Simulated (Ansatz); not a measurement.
**Zr: stress against strain**

Zr (hcp, P6_3/mmc, 23.402 Å³/atom at rest, c along z) under an equal strain ε in the (0001) plane with the normal axis free, as in a coherent film. PBE in Ansatz, a plane-wave DFT program (PAW, default set), 420 eV, 21×21×11 Γ-centred mesh, Fermi-Dirac smearing 0.10 eV; ions are relaxed within the symmetry of each cell. Stress is positive for a compressed cell.

Here s stands for strain and y for stress xx.

```
strain (%)  stress xx (GPa)
----------  ---------------
-3.00                     ?
-1.50                  2.29
-1.00                  1.53
-0.50                  0.76
0.00                  -0.01
0.50                  -0.77
1.00                  -1.53
1.50                  -2.27
```

Task: Using a straight line, estimate the missing y at s = -3.00 from the other rows, showing the fit.

Result: Means: s 0, y 0.000. About the means, the sum of products is -10.665 and the sum of squares of s is 7.0000; the slope is their ratio. Least squares gives y = 0.000 - 1.5236·s. Residuals (row less fit): 0.005, 0.006, -0.002, -0.010, -0.008, -0.006, 0.015; standard error 0.010 (degrees of freedom: 5). The slope gives the biaxial elastic modulus of this plane = 152 ± 0.4 GPa. At the withheld row, y = 0.000 - 1.5236 × (-3.0) = 4.571 GPa. The calculation gives 4.44 GPa, 0.131 GPa below the prediction (2.0 % of the range of y in the table). The row lies outside the fitted rows, so this is an extrapolation. From the scatter of the fitted rows alone, a prediction at this place has a standard error of 0.016 GPa, so the miss is 8.2 times that.

One order more doesn't follow all runs of the series either: the slope changes along it. In a metal these values are sensitive to mesh and smearing; energies are taken to zero smearing, stresses follow the free energy. Rows are the converged runs of the series near zero and its far end; series whose fitted rows scatter by over a few per cent of the range, as at a crossing or softening among them, aren't shown in this form. Most that stay on the fit to the last digits aren't either.
